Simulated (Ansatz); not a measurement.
# Lattice parameter a of TiGe (model structure, from the rocksalt type, Fm-3m, No. 225) at several levels of theory

No measured value is used here.

```tsv
level (code)	value (Å)
PBE (Ansatz)	[?]
PBEsol (Ansatz)	5.125
PBE-D3(BJ) (Ansatz)	5.124
r²SCAN (Ansatz)	5.174
```

Question: Complete the blanks.

Answer: 
- PBE (Ansatz, a quantum-chemistry and plane-wave program), value (Å): 5.194

Ansatz's density-functional and Hartree–Fock values are scalar-relativistic unless marked +SOC, with PAW data made under PBE.

A model structure was made by putting elements into a prototype or built by hand; it is no filed structure, need not be a known phase, and can be a saddle point held by its symmetry.
